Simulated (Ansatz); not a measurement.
Take AlN in the zinc blende structure (space group F-43m, No. 216; a = 4.3698 Å) as the base. Axes: x, y, z lie along the cube axes.

Computed with r2SCAN, PAW, 500 eV (Ansatz, a first-principles code; no SOC).

For the base:

| Property | Value |
|---|---|
| Pressure | 0.01 GPa |
| Valley order | X along ⟨100⟩ 3.94 eV; Γ 4.84 eV |

Perturbation: compressive biaxial strain of 2.08 % in the plane normal to [111], as in epitaxy on a mismatched substrate; the out-of-plane cell vector and the atoms relax.

**Question.** What does the calculation give for the pressure after the change?

**Answer.** The pressure (mean of the normal stresses, compression positive) increases by 7.870 GPa, from 0.01 GPa to 7.87 GPa.

**Question.** Estimate the effect on the energy relative to the base.

**Answer.** The energy increases by 15 meV/atom.

**Question.** What happens to the valley order?

**Answer.** The valley order (the lowest conduction-band minima on the path, energy above the VBM, named in the base's zone) goes from X along ⟨100⟩ 3.94 eV; Γ 4.84 eV to X along [100] 3.86 eV; Γ 5.05 eV.

**Question.** Predict the new ratio −ε⊥/ε∥.

**Answer.** The ratio −ε⊥/ε∥ comes out as 0.34.

The levels and masses belong to the bands next to the band gap. No phonon test of stability was made. This is not the structure that AlN has at room temperature and ambient pressure.
